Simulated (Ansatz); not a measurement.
The parent structure is KBr in the rock salt structure (space group Fm-3m, No. 225).

```xyz
2
Lattice="0.0000 3.3041 3.3041 3.3041 0.0000 3.3041 3.3041 3.3041 0.0000" Properties=species:S:1:pos:R:3 pbc="T T T"
Br     0.0000     0.0000     0.0000
K      3.3041     3.3041     3.3041
```

All numbers come from DFT with r2SCAN, PAW potentials and a 500 eV plane-wave cutoff in Ansatz (an electronic-structure program), scalar-relativistic without spin-orbit coupling.

Base values:

| Item | Value |
|---|---|
| Band gap | 5.07 eV |
| Electron mass | 0.39 mₑ (at Γ) |
| Lattice parameter a | 6.608 Å |

Modification: a hydrostatic pressure of 0.7 GPa.

What happens to the band gap?

The band gap goes up by 0.116 eV to 5.18 eV.

What does the calculation give for the electron mass after the change?

The electron mass changes from 0.39 mₑ (at Γ) to 0.38 mₑ (at Γ).

Estimate the effect on the lattice parameter a.

The lattice parameter a falls by 0.087 Å, from 6.608 Å to 6.521 Å.

Load acts through the strain it causes; cell and atoms are relaxed under it. Effective masses come from finite differences of ±0.01 Å⁻¹. Stability against distortions was not tested.
